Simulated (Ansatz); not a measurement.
Start from Pt in the fcc (Cu type) structure (space group Fm-3m, No. 225; a = 3.9198 Å; relaxed with 0.1 eV smearing). Axes: x, y, z lie along the cube axes.

Method: PBEsol (Ansatz, a program for electronic structure; PAW; 420 eV plane waves; no spin-orbit coupling).

Now apply this change: the cell is stretched by 2.50 % along z with no lateral relaxation; the atoms relax in the strained cell.

Predict the stress tensor and what it implies for the stiffness.

Stress of the strained cell less that of the base (GPa, compression positive):
```
   -5.7     0.0     0.0
    0.0    -5.7     0.0
    0.0     0.0    -8.3
```

Then −Δσ_ii/ε with ε = 0.0250 gives secant stiffness values (nonlinear terms included at this strain): C33 ≈ 331 GPa, C13 ≈ 226 GPa and C23 ≈ 226 GPa.

As a check, the harmonic strain energy −½ V₀ Δσ:ε is 9.7 meV/atom; the computed energy rise is 10 meV/atom.

Whether these cells are dynamically stable was not tested. All final runs are without spin polarisation. Pt lies near a magnetic instability that expansion can trigger; it was not tested.
